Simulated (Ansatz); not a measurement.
## Effect of V → Ag on VO2

Start from VO2 in the rutile structure (space group P4_2/mnm, No. 136; a = 4.537 Å, c = 2.803 Å; ferromagnetic).

It is then changed as follows: every V is replaced by Ag, then cell and atoms are relaxed.

The values are results of PBEsol (Ansatz, an electronic-structure program; PAW; 420 eV plane waves; without spin-orbit coupling), earlier PAW set, not measurements. Γ-centred 10×10×14 mesh, Fermi–Dirac width 0.05 eV, for the changed cell.

```json
[
 {"quantity": "volume per atom", "base": "9.62 Å³", "changed": "11.48 Å³", "shift": "+1.86 Å³"},
 {"quantity": "density", "base": "4.77 g/cm³", "changed": "6.74 g/cm³", "shift": "+1.97 g/cm³"},
 {"quantity": "lattice parameter a", "base": "4.537 Å", "changed": "4.566 Å", "shift": "+0.0283 Å"},
 {"quantity": "c/a ratio", "base": "0.618", "changed": "0.724", "shift": "+0.106"},
 {"quantity": "space group", "base": "P4_2/mnm (No. 136)", "changed": "P4_2/mnm (No. 136)", "shift": "–"},
 {"quantity": "shortest interatomic distance", "base": "1.905 Å", "changed": "2.008 Å", "shift": "+0.1037 Å"},
 {"quantity": "band gap", "base": "zero", "changed": "zero", "shift": "–"}
]
```

Cost of the whole job for the changed cell (relaxation, final SCF and bands): very roughly 2.0 core-minutes.

The magnetic state is the one reached from the starting moments; the real material's order can differ, and small cells can't hold many antiferromagnetic ones. No phonon test of stability was made. As relaxed here, AgO2 is a hypothetical phase, not in the database extracts checked. No Hubbard U is applied, and correlation can decide whether such a compound is a metal. Spin-polarised in the final run: base; the other runs are not.
